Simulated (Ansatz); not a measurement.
Base system: B (space group I4_132, No. 214; a = 4.6529 Å; a hypothetical phase, not in the database extracts checked).

(Cell as relaxed with PBE.)

Levels (all Ansatz, a quantum-chemistry and plane-wave program, PAW): PBE (420 eV, spin-orbit coupling left out); PBEsol (420 eV, no SOC).

Each level relaxes its own structure.

```
base                      PBE    PBEsol
-------------------  --------  --------
volume per atom      12.59 Å³  12.43 Å³
lattice parameter a   4.653 Å   4.633 Å
band gap              1.48 eV   1.41 eV
```

Perturbation: a negative pressure, −1 GPa.

| quantity | PBE | PBEsol |
|---|---|---|
| volume per atom | 12.71 Å³ | 12.54 Å³ |
| band gap | 1.48 eV | 1.41 eV |
| smallest direct gap | 2.69 eV | 2.63 eV |

PBE's volume per atom lies 0.164 Å³ above PBEsol's (1.3 %); PBE's band gap lies 0.07 eV above PBEsol's; PBE's smallest direct gap lies 0.06 eV above PBEsol's. Neither level is exact; PBEsol is the comparison here, not a measurement.

Load acts through the strain it causes; cell and atoms are relaxed under it. Stability against distortions was not tested.
